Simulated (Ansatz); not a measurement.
A computed series for Cu3N: response to strain

Base system: Cu₃N (space group Pm-3m, No. 221).

```yaml
crystal:
  lattice:
    - [3.82697, 0.00000, 0.00000]
    - [0.00000, 3.82697, 0.00000]
    - [0.00000, 0.00000, 3.82697]
  atoms:
    - { symbol: N, position: [0.00000, 0.00000, 0.00000] }
    - { symbol: Cu, position: [0.50000, 0.00000, 0.00000] }
    - { symbol: Cu, position: [0.00000, 0.00000, 0.50000] }
    - { symbol: Cu, position: [0.00000, 0.50000, 0.00000] }
```

Cartesian axes are those of the cell as printed.

Strains are applied to the cell and any free atomic positions relax; under biaxial strain the out-of-plane vector relaxes too.

Method: Ansatz (an electronic-structure program), PBE, PAW, cutoff 420 eV, no spin-orbit coupling.

Candidates:
(a) isotropic strain +1.54 %
(b) biaxial strain +1.18 %, plane normal [001], relaxed out of plane
(c) tensor shear ε_xy = −0.59 %
(d) strain tensor (xx, yy, zz, yz, xz, xy) = (−2.43, −2.49, −0.77, +0.93, +0.94, −0.62) %

Before the change:

| Quantity | Result |
|---|---|
| Band gap | 0.22 eV |

Problem. Order them by band gap, highest first.

Solution. (a) isotropic strain +1.54 % (0.37 eV), (b) biaxial strain +1.18 %, plane normal [001], relaxed out of plane (0.27 eV), (c) tensor shear ε_xy = −0.59 % (0.19 eV), (d) strain tensor (xx, yy, zz, yz, xz, xy) = (−2.43, −2.49, −0.77, +0.93, +0.94, −0.62) % (zero)

The mesh was chosen for an insulator and is coarse for the gapless case. No phonon test of stability was made. All final runs are without spin polarisation. A zero or small gap of Cu3N can be the functional's error rather than a property of the material.
